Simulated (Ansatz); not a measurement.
The parent structure is MgSe in the rock salt structure (space group Fm-3m, No. 225; a = 5.4498 Å).

Now apply this change: cell and atoms relaxed at a pressure of 4.2 GPa.

Levels (all Ansatz, a quantum-chemistry and plane-wave program, PAW): PBEsol (420 eV, without spin-orbit coupling); r2SCAN (500 eV, no spin-orbit coupling); HSE06 (420 eV, no SOC).

One geometry, relaxed with PBEsol, under each level:

Notes on the quantities. hole mass: degenerate bands, along [100].

```tsv
level	band gap	lowest conduction level above the VBM at special points	electron mass	hole mass	pressure
PBEsol	1.87 eV	X 1.87 eV; Γ 2.90 eV; U 3.06 eV; K 3.06 eV	0.50 mₑ along k, 0.24 mₑ across (at X)	0.17, 0.73, 0.73 mₑ (at Γ)	4.20 GPa
r2SCAN	…	…	…	…	…
HSE06	2.79 eV	X 2.79 eV; Γ 4.06 eV; U 4.02 eV	–	–	–
```

### Question
Give the withheld r2SCAN results.

### Answer

- r2SCAN, band gap: 2.60 eV
- r2SCAN, lowest conduction level above the VBM at special points: X 2.60 eV; Γ 3.96 eV; U 3.78 eV; K 3.78 eV
- r2SCAN, electron mass: 0.49 mₑ along k, 0.25 mₑ across (at X)
- r2SCAN, hole mass: 0.21, 0.73, 0.73 mₑ (at Γ)
- r2SCAN, pressure: 5.34 GPa

Single points use the geometry relaxed with PBEsol. Their cutoffs differ, which shifts pressures a little. HSE06 gaps are upper bounds (no full band path). Load acts through the strain it causes; cell and atoms are relaxed under it. Masses are band curvatures over ±0.01 Å⁻¹ around the edge. Along k means along the line from Γ to the band edge. Stability against distortions was not tested.
